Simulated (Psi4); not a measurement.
Psi4 1.11, WB97X/def2-svp: C[SiH2]C#C[SiH2]Cl, 13 atoms. The geometry is a generated start, not checked to be a minimum at this level.

| Property | Value |
|---|---|
| task | energy |
| method | wb97x |
| basis | def2-svp |
| memory | 3 GB |
| maxiter | 100 |
| keys of the molecule block | symmetry c1 |
| scf_type | df (default) |
| e_convergence | 1e-06 (default) |
| d_convergence | 1e-06 (default) |
| dft_radial_points | 75 (default) |
| dft_spherical_points | 302 (default) |
| basis functions | 131 |
| grid points | 277821 |

```xyz
13

Si     3.1921    -0.4167    -0.3890
Cl     3.4883     0.7523    -2.0166
C      1.4015    -0.3602     0.0665
C      0.2377    -0.3332     0.4025
Si    -1.5529    -0.3165     0.8921
C     -2.5098     0.7847    -0.3198
H      3.9830     0.1221     0.7160
H      3.5647    -1.7860    -0.7331
H     -1.6403     0.2169     2.2567
H     -2.0349    -1.7025     0.8364
H     -3.5696     0.8016    -0.0776
H     -2.4088     0.4279    -1.3409
H     -2.1509     1.8098    -0.2933
```

With the defaults (diis = true, scf_initial_accelerator = adiis, damping_percentage = 0, guess = auto, which took SAD, diis_start = 1, diis_max_vecs = 10, soscf = false, soscf_start_convergence = 0.01) it converges in 8 SCF iterations. One run each on 2 threads, with these changes:
- guess = sadno
- diis = false, scf_initial_accelerator = none, damping_percentage = 60
- guess = huckel
- diis_start = 4
- soscf = true, soscf_start_convergence = 0.1
- guess = sap
- scf_initial_accelerator = none
- diis_max_vecs = 3
- soscf = true

Task: Name the settings that don't reach the solution of the defaults.

Result: No convergence: diis = false, scf_initial_accelerator = none, damping_percentage = 60 (the run ends without SCF convergence in 100 iterations). The rest reach the solution of the defaults.

```csv
setting,SCF iterations,JK calls,end
"soscf = true, soscf_start_convergence = 0.1",5,16,same solution
soscf = true,5,16,same solution
the defaults,8,9,same solution
scf_initial_accelerator = none,8,9,same solution
guess = huckel,9,30,same solution
diis_start = 4,9,10,same solution
guess = sadno,9,9,same solution
diis_max_vecs = 3,10,11,same solution
guess = sap,13,13,same solution
"diis = false, scf_initial_accelerator = none, damping_percentage = 60",100,101,no convergence
```

An SOSCF iteration holds several JK calls; a Hückel guess adds calls on atoms.
